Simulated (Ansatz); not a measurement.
Density of states of SrO (Fm-3m) below the valence band maximum, r2SCAN, rigid bands (Ansatz, a program for electronic structure); cell volume 33.6 Å³.

(energy from edge (eV), 10⁻³ states/eV/cell): (0.006, 151); (0.031, 377); (0.056, 551); (0.081, 1260); (0.106, 1920); (0.131, 3010); (0.156, 3220); (0.181, 3290); (0.206, 3400); (0.231, 3500); (0.256, 3620); (0.281, 3770); (0.319, 4060); (0.344, 4310); (0.369, 4680); (0.394, 6390); (0.419, 8510); (0.444, 7020); (0.469, 5890); (0.494, 5400); (0.519, 5050); (0.544, 4830); (0.569, 4660); (0.594, 4520)

Problem. What effective density of states at 300 K does this give (∫ g(E) exp(−E/k_BT) dE, both spins, divided by the cell's size)?

Solution. 2.9e20 cm⁻³, a density-of-states mass of 5.1 mₑ, valleys and band degeneracy included.

Spin-orbit coupling is left out; where it splits the top of the valence band, N_v and the p-type Seebeck coefficient come out somewhat high without it. Geometry: cell and atoms relaxed with PBEsol.
